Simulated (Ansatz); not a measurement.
# Effect of biaxial strain +0.42 %, plane normal [111], relaxed out of plane on AlN

The reference is AlN in the zinc blende structure (space group F-43m, No. 216; a = 4.3698 Å). Axes: x, y, z lie along the cube axes.

Perturbation: tensile biaxial strain of 0.42 % in the plane normal to [111], as in epitaxy on a mismatched substrate; the out-of-plane cell vector and the atoms relax.

Level of theory: r2SCAN (Ansatz, an electronic-structure program, PAW, no SOC). Γ-centred 13×13×13 mesh, Fermi–Dirac width 0.05 eV.

```tsv
quantity	base	changed	shift
volume per atom	10.43 Å³	10.50 Å³	+0.07 Å³
energy relative to the base (free energy F)	0 meV/atom	+0.6 meV/atom	+0.6 meV/atom
pressure (mean of the normal stresses, compression positive)	0.1 kbar	-14.5 kbar	-14.53 kbar
band gap	3.94 eV	3.90 eV	-0.04 eV
gap character	–	indirect, Γ → F	–
smallest direct gap	4.84 eV	4.74 eV	-0.10 eV
electron mass	0.51 mₑ along k, 0.33 mₑ across (at X)	0.51 mₑ along k, 0.33 mₑ across (at X)	–
valence-band top at Γ (three highest levels, from the VBM)	–	0.00, -0.05, -0.05 eV	–
valley order (the lowest conduction-band minima on the path, energy above the VBM, named in the base's zone)	X along ⟨100⟩ 3.94 eV; Γ 4.84 eV	X along [001] 3.90 eV; Γ 4.74 eV	–
out-of-plane strain	–	-0.14 %	–
mean in-plane stress (compression positive)	–	-2.2 GPa	–
```

Final structure (turned so that z lies along the plane normal):

```
AlN
1.0
    3.10286     0.00000     0.00000
    1.55143     2.68716     0.00000
    1.55143    -0.89572     2.51940
Al N
1 1
Cartesian
  0.00000   0.00000  -0.00181
  3.10286   0.00000   1.89136
```

Cost of the whole job for the changed cell (relaxation, final SCF and bands): about 16 core-seconds (a rough figure).

Masses are band curvatures over ±0.01 Å⁻¹ around the edge. Along k means along the line from Γ to the band edge. No phonon test of stability was made. This is not the structure that AlN has at room temperature and ambient pressure. k-point labels follow each cell's own Brillouin zone.
